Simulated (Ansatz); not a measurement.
## How far PBE-D3(BJ) and PBEsol-D3(BJ) part for hypothetical CdI2 type CeO2, isotropic strain +5.39 %

The reference is CeO2 in the CdI2 type structure (space group P-3m1, No. 164; a = 3.6012 Å, c = 4.5255 Å; a hypothetical phase, not in the database extracts checked).

(Cell as relaxed with PBE-D3(BJ).)

Levels (all Ansatz, a program for electronic structure, PAW): PBE-D3(BJ) (420 eV, no SOC); PBEsol-D3(BJ) (420 eV, no spin-orbit coupling).

Each level relaxes its own structure.

```
base                 PBE-D3(BJ)  PBEsol-D3(BJ)
-------------------  ----------  -------------
volume per atom        16.94 Å³       15.92 Å³
lattice parameter a     3.601 Å        3.567 Å
band gap                2.25 eV        2.30 eV
```

One thing is altered: the cell is scaled by 1.0539 in all directions; the atoms relax in the strained cell.

| quantity | PBE-D3(BJ) | PBEsol-D3(BJ) |
|---|---|---|
| shift of the gap caused by the change | -0.40 eV | ___ |
| pressure (mean of the normal stresses, compression positive) | -10.28 GPa | ___ |
| energy relative to the base (free energy F) | +105 meV/atom | ___ |
| valley order (the lowest conduction-band minima on the path, energy above the VBM, named in the base's zone) | A (0, 0, 1/2) 1.85 eV; M (1/2, 0, 0) 1.97 eV | ___ |

**Question.** Predict the PBEsol-D3(BJ) column.

**Answer.** 
- shift of the gap caused by the change, PBEsol-D3(BJ): -0.37 eV
- pressure (mean of the normal stresses, compression positive), PBEsol-D3(BJ): -11.57 GPa
- energy relative to the base (free energy F), PBEsol-D3(BJ): +111 meV/atom
- valley order (the lowest conduction-band minima on the path, energy above the VBM, named in the base's zone), PBEsol-D3(BJ): A (0, 0, 1/2) 1.92 eV; M (1/2, 0, 0) 2.04 eV

PBE-D3(BJ)'s shift of the gap caused by the change lies 0.03 eV below PBEsol-D3(BJ)'s; PBE-D3(BJ)'s pressure lies 1.29 GPa above PBEsol-D3(BJ)'s; PBE-D3(BJ)'s energy relative to the base lies 6.2 meV/atom below PBEsol-D3(BJ)'s; both order the valleys alike. Neither level is exact; PBEsol-D3(BJ) is the comparison here, not a measurement.

Stability against distortions was not tested. Starting moments died away, wholly or in part, for the base; another magnetic solution may exist. The final runs are not spin-polarised.
